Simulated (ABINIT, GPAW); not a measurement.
A GPAW input for a self-consistent single point of FeCo (Pm-3m, 2 atoms in the cell) (DFT PBE, plane waves, GPAW PAW datasets PBE (gpaw-data 1.0.1)):

```python
from ase import Atoms
from ase.units import GPa
from gpaw import GPAW, PW

atoms = Atoms(['Fe', 'Co'],
              cell=[[2.731056, 0.000000, 0.000000],
                    [0.000000, 2.731056, 0.000000],
                    [0.000000, 0.000000, 2.731056]],
              scaled_positions=[[0.000000, 0.000000, 0.000000],
                                [0.500000, 0.500000, 0.500000]],
              pbc=True)

atoms.set_initial_magnetic_moments([4.0, 3.0])

calc = GPAW(spinpol=True,
            mode=PW(800),
            xc='PBE',
            kpts={'size': (16, 16, 16), 'gamma': True},
            occupations={'name': 'methfessel-paxton', 'width': 0.05, 'order': 0},
            nbands=-8,
            symmetry={'symmorphic': False, 'tolerance': 0.0005},
            maxiter=150)

atoms.calc = calc

energy = atoms.get_potential_energy()
print('Energy (eV):', round(energy, 6))
forces = atoms.get_forces()
print('Forces (eV/Ang):')
print(forces.round(5))
stress = atoms.get_stress()
print('Stress (GPa, Voigt):', (stress / GPa).round(4))
```

Q: Give the ABINIT input for the same structure, mesh, smearing and functional.

A: One input that does it (others would too):

```
# FeCo, PseudoDojo nc-sr-05 PBE standard
pp_dirpath "./"
pseudos "Fe.upf, Co.upf"
acell 2.7310560000 2.7310560000 2.7310560000 Angstrom
rprim
         1.0000000000    0.0000000000    0.0000000000
         0.0000000000    1.0000000000    0.0000000000
         0.0000000000    0.0000000000    1.0000000000
natom 2
ntypat 2
znucl 26 27
typat 1 2
xcart
         0.0000000000    0.0000000000    0.0000000000
         1.3655280000    1.3655280000    1.3655280000
      Angstrom
ecut 1306 eV
nsppol 2
spinat
      0 0 4
      0 0 3
occopt 7
tsmear 0.05 eV
nband 27
kptopt 1
ngkpt 16 16 16
nshiftk 1
shiftk 0 0 0
nstep 100
tolvrs 1.0e-10
prtwf 0
prtden 0
enunit 2
```

Basis settings and potentials, where a program has them, do not carry over. This input uses DFT, PBE, plane waves, norm-conserving pseudopotentials (PseudoDojo nc-sr-05 PBE standard). Both were run: pressure 33.76 GPa in GPAW and 31.97 in ABINIT; size of the net moment 2.18 μB/atom in GPAW and 2.20 in ABINIT.

On GPAW: the starting cell comes from a database of computed structures (which also holds hypothetical and non-ambient phases and stackings), without a prior relaxation at this level. Its lattice was rescaled by a random factor within 2.5 % of one. For this run, on top of that: lattice scaled by 0.98. The magnetic order is the one reached from the typed start; others were not searched systematically. With a pressure of about 34 GPa the cell is away from its equilibrium volume at this level.

On ABINIT: the starting cell comes from a database of computed structures (which also holds hypothetical and non-ambient phases and stackings), without a prior relaxation at this level. Its lattice was rescaled by a random factor within 2.5 % of one. For this run, on top of that: lattice scaled by 0.98. The magnetic order is the one reached from the typed start; others were not searched systematically. With a pressure of about 32 GPa the cell is away from its equilibrium volume at this level.
